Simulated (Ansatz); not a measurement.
An Ansatz (a quantum-chemistry and plane-wave program) input for (CdS)6/(CdSe)6 rock salt (001) superlattice on CdSe (CdS and CdSe held in this type, which need not be the stable form):

Ansatz 0.2 input:
```yaml
crystal:
  lattice:
    - [4.0560564, 0.0, 0.0]
    - [0.0, 4.0560564, 0.0]
    - [0.0, 0.0, 33.179384355]
  atoms:
    - { symbol: Cd, position: [0.0, 0.0, 0.000836362] }
    - { symbol: S, position: [0.5, 0.5, 0.000043298] }
    - { symbol: Cd, position: [0.5, 0.5, 0.080254391] }
    - { symbol: S, position: [0.0, 0.0, 0.08059956] }
    - { symbol: Cd, position: [0.0, 0.0, 0.160727992] }
    - { symbol: S, position: [0.5, 0.5, 0.160516798] }
    - { symbol: Cd, position: [0.5, 0.5, 0.240612308] }
    - { symbol: S, position: [0.0, 0.0, 0.240823502] }
    - { symbol: Cd, position: [0.0, 0.0, 0.321085909] }
    - { symbol: S, position: [0.5, 0.5, 0.32074074] }
    - { symbol: Cd, position: [0.5, 0.5, 0.400503938] }
    - { symbol: S, position: [0.0, 0.0, 0.401297002] }
    - { symbol: Cd, position: [0.0, 0.0, 0.483170633] }
    - { symbol: Se, position: [0.5, 0.5, 0.484736701] }
    - { symbol: Cd, position: [0.5, 0.5, 0.571447009] }
    - { symbol: Se, position: [0.0, 0.0, 0.570778343] }
    - { symbol: Cd, position: [0.0, 0.0, 0.656962042] }
    - { symbol: Se, position: [0.5, 0.5, 0.657562905] }
    - { symbol: Cd, position: [0.5, 0.5, 0.744378258] }
    - { symbol: Se, position: [0.0, 0.0, 0.743777395] }
    - { symbol: Cd, position: [0.0, 0.0, 0.829893291] }
    - { symbol: Se, position: [0.5, 0.5, 0.830561957] }
    - { symbol: Cd, position: [0.5, 0.5, 0.918169667] }
    - { symbol: Se, position: [0.0, 0.0, 0.916603599] }
basis:
  ecutwfc: 500
  ecutrho_ratio: 4
  xc_grid: 4
kpoints:
  mp_grid: { grid: [8, 8, 1] }
hamiltonian:
  xc: r2scan
  dispersion: none
  pseudopotentials: { kind: paw }
scf:
  n_extra_bands: 25
  occupations: { method: fermi_dirac, width: 0.01 }
  convergence: { dr2_threshold: 0.000000001 }
output:
  eigenstates:
    kpoints:
      - [0, 0, 0]
      - [0, 0, 0.5]
      - [0.5, 0.5, 0]
      - [0.5, 0, 0]
      - [0, 0.5, 0]
    e_range: [-4, 6]
    localisation: true
  eigenvalues: true
```

These are r2SCAN (plane waves to 500 eV, PAW; Ansatz) values and carry that method's errors. Scalar-relativistic, without spin–orbit coupling. Its k-point mesh 8×8×1, Fermi–Dirac width 0.01 eV.

Problem. Write the closing report of this run, without the band table and long remarks, to eight decimals at most.

Solution. 
```
SCF converged after 10 iterations
Free energy (F): -137537.958028 eV
Harris-Foulkes:  -137537.958028 eV  (|F-HF|=1.75e-10)
Internal energy: -137537.958019 eV  (E = F + TS)
E sigma→0 (E₀):  -137537.958024 eV
Entropy (-TS):   -0.000009 eV (0.000 meV/atom)
Fermi energy:    9.324902 eV
--- Per-component energies (eV) ---
  E_band       = -8011.472547
  E_kinetic    = 7406.879972
  E_local      = -71304.305950  (includes V_loc(G=0)·N_el)
  E_nonlocal   = -2974.951884
  E_hartree    = 34141.900771
  E_xc         = -3153.409538
  E_vxc        = -4136.046819  (∫ρ·V_xc dr)
  E_paw        = -64494.881504  (= ΣΔE_a)
  E_vpaw       = -5547.737959  (= ΣTr[D̂ρ^β])
  E_aug_tail   = -0.001163  (compensation charges beyond the density's cutoff)
  E_vtau       = 260.893167  (kinetic-family band-sum trace: ∫τ·v_τ [+ j·A + Jᵃ·Aᵃ] dr)
  E_ewald      = -37141.164253
  E_core_change = -18.024470  (= ΣΔE_core)
  E_smearing   = -0.000009  (= −TS)
  E_closure    = 0.000000  (closes the sum)
  Σ components = -137537.958028   (vs F -137537.958028, Δ=0.00e0)
```

Cost: very roughly 4 core-minutes.
